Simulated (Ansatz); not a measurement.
**A computed series for GaN: response to strain**

Start from GaN in the wurtzite structure (space group P6_3mc, No. 186; a = 3.183 Å, c = 5.184 Å). Axes: x lies along a and z along c of the hexagonal cell.

Strains are applied to the cell and any free atomic positions relax; under biaxial strain the out-of-plane vector relaxes too; under stress the whole cell relaxes.

Calculations: r2SCAN (Ansatz, a quantum-chemistry and plane-wave program, PAW, no spin-orbit coupling), earlier PAW set.

Notes on the quantities. energy relative to the base: free energy F; pressure: mean of the normal stresses, compression positive.

```json
[
 {"case": "base", "energy relative to the base": "0 meV/atom", "band gap": "2.35 eV", "pressure": "0.00 GPa"},
 {"case": "biaxial strain +0.82 %, plane normal [001], relaxed out of plane", "energy relative to the base": "–", "band gap": "2.27 eV", "pressure": "-2.38 GPa"},
 {"case": "isotropic strain +0.86 %", "energy relative to the base": "+4.5 meV/atom", "band gap": "2.17 eV", "pressure": "-4.77 GPa"},
 {"case": "isotropic strain +3.74 %", "energy relative to the base": "?", "band gap": "?", "pressure": "?"},
 {"case": "isotropic strain +4.11 %", "energy relative to the base": "+93 meV/atom", "band gap": "1.51 eV", "pressure": "-18.22 GPa"},
 {"case": "uniaxial stress, 1 GPa compression along x", "energy relative to the base": "+0.1 meV/atom", "band gap": "2.34 eV", "pressure": "–"}
]
```

Problem. What belongs in the blanks?

Solution. 
- isotropic strain +3.74 %, energy relative to the base: +78 meV/atom
- isotropic strain +3.74 %, band gap: 1.59 eV
- isotropic strain +3.74 %, pressure: -17.01 GPa

Beyond what the load breaks, stability against distortions was not tested.
